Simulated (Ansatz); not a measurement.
Start from MgTe in the wurtzite structure (space group P6_3mc, No. 186; a = 4.509 Å, c = 7.338 Å). Axes: x lies along a and z along c of the hexagonal cell.

All numbers come from Kohn–Sham DFT with the LDA functional, run in Ansatz (a quantum-chemistry and plane-wave program) with PAW and 420 eV plane waves, scalar-relativistic without spin-orbit coupling.

Before the change:

The shortest interatomic distance is 2.757 Å. The pressure comes out as 0.00 GPa.

One thing is altered: uniaxial strain ε_zz = −1.20 %, all other strain components held at zero; the atoms relax in the strained cell.

Q: Predict the new shortest interatomic distance, energy relative to the base and pressure.

A: The shortest interatomic distance decreases by 0.010 Å, from 2.757 Å to 2.747 Å; the energy increases by 0.9 meV/atom; the pressure (mean of the normal stresses, compression positive) goes from zero to 0.48 GPa.

No phonon test of stability was made.
